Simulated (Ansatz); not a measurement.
Electronic density of states of amorphous Si$_{30}$N$_{44}$Ti$_{3}$, density 3.05 g/cm³, on a 2×2×2 Γ-centred mesh with a Gaussian width of 0.1 eV; energies count from the Fermi level, whose place inside the gap is arbitrary. Cell and mesh are small, so fine structure isn't converged. Method: PBE, scalar-relativistic without spin-orbit coupling (plane waves to 420 eV, PAW; Ansatz, a first-principles code). Sampling: a 2×2×2 Γ-centred mesh; Fermi-Dirac width 0.02 eV; no spin polarisation. At PBE the levels at the empty edge of the gap are localised (band-tail or defect states), and the nearest spread-out levels lie 2.5 eV apart at the zone centre.

A CHGNet melt-quench gave the starting glass, which DFT then relaxed. N atoms were pushed apart under 1.9 Å during the dynamics, to hinder bonds among them. The hot cell started wider than the set density and was brought back towards it in steps. It is the lowest in DFT energy of 2 quenches. It is a model cell: composition and starting density were chosen by hand, and all elements were melted together. No dispersion term was used. Its density started from a set value of 3.05 and ended at 3.05 g/cm³. The simulated quench (nominally 300 K/ps over its main leg) is rapid and tends to freeze in more defects than a deposited or slowly cooled glass has. A cell of this size samples the disorder only roughly. The volume was held where the preparation left it and the shape relaxed, at a PBE pressure of 0.3 GPa.

```
E - EF (eV)  states/(eV atom)
-----------  ----------------
-12.00                   0.00
-11.90                   0.00
-11.80                   0.00
-11.70                   0.00
-11.60                   0.00
-11.50                   0.00
-11.40                   0.00
-11.30                   0.00
-11.20                   0.00
-11.10                   0.00
-11.00                   0.00
-10.90                   0.00
-10.80                   0.00
-10.70                   0.00
-10.60                   0.00
-10.50                   0.00
-10.40                   0.02
-10.30                   0.11
-10.20                   0.17
-10.10                   0.19
-10.00                   0.19
-9.90                    0.19
-9.80                    0.24
-9.70                    0.24
-9.60                    0.23
-9.50                    0.21
-9.40                    0.22
-9.30                    0.23
-9.20                    0.25
-9.10                    0.24
-9.00                    0.23
-8.90                    0.26
-8.80                    0.27
-8.70                    0.24
-8.60                    0.21
-8.50                    0.21
-8.40                    0.18
-8.30                    0.22
-8.20                    0.27
-8.10                    0.27
-8.00                    0.23
-7.90                    0.23
-7.80                    0.22
-7.70                    0.23
-7.60                    0.28
-7.50                    0.29
-7.40                    0.28
-7.30                    0.27
-7.20                    0.32
-7.10                    0.34
-7.00                    0.32
-6.90                    0.33
-6.80                    0.34
-6.70                    0.37
-6.60                    0.39
-6.50                    0.39
-6.40                    0.37
-6.30                    0.37
-6.20                    0.41
-6.10                    0.41
-6.00                    0.41
-5.90                    0.46
-5.80                    0.49
-5.70                    0.46
-5.60                    0.42
-5.50                    0.43
-5.40                    0.46
-5.30                    0.45
-5.20                    0.47
-5.10                    0.51
-5.00                    0.49
-4.90                    0.49
-4.80                    0.51
-4.70                    0.49
-4.60                    0.47
-4.50                    0.51
-4.40                    0.48
-4.30                    0.45
-4.20                    0.46
-4.10                    0.50
-4.00                    0.47
-3.90                    0.42
-3.80                    0.41
-3.70                    0.43
-3.60                    0.43
-3.50                    0.41
-3.40                    0.43
-3.30                    0.51
-3.20                    0.47
-3.10                    0.47
-3.00                    0.48
-2.90                    0.46
-2.80                    0.49
-2.70                    0.49
-2.60                    0.45
-2.50                    0.45
-2.40                    0.48
-2.30                    0.50
-2.20                    0.47
-2.10                    0.42
-2.00                    0.43
-1.90                    0.47
-1.80                    0.49
-1.70                    0.46
-1.60                    0.42
-1.50                    0.38
-1.40                    0.30
-1.30                    0.24
-1.20                    0.22
-1.10                    0.22
-1.00                    0.26
-0.90                    0.26
-0.80                    0.10
-0.70                    0.01
-0.60                    0.00
-0.50                    0.00
-0.40                    0.00
-0.30                    0.00
-0.20                    0.00
-0.10                    0.00
0.00                     0.00
0.10                     0.00
0.20                     0.00
0.30                     0.00
0.40                     0.00
0.50                     0.00
0.60                     0.00
0.70                     0.01
0.80                     0.09
0.90                     0.13
1.00                     0.05
1.10                     0.12
1.20                     0.29
1.30                     0.28
1.40                     0.07
1.50                     0.04
1.60                     0.13
1.70                     0.09
1.80                     0.04
1.90                     0.09
2.00                     0.16
2.10                     0.20
2.20                     0.21
2.30                     0.17
2.40                     0.13
2.50                     0.17
2.60                     0.14
2.70                     0.16
2.80                     0.23
2.90                     0.28
3.00                     0.34
3.10                     0.36
3.20                     0.30
3.30                     0.22
3.40                     0.21
3.50                     0.25
3.60                     0.26
3.70                     0.28
3.80                     0.34
3.90                     0.34
4.00                     0.30
4.10                     0.29
4.20                     0.36
4.30                     0.34
```

The level gap on this mesh is 1.73 eV; the broadening fills part of it in the curve.
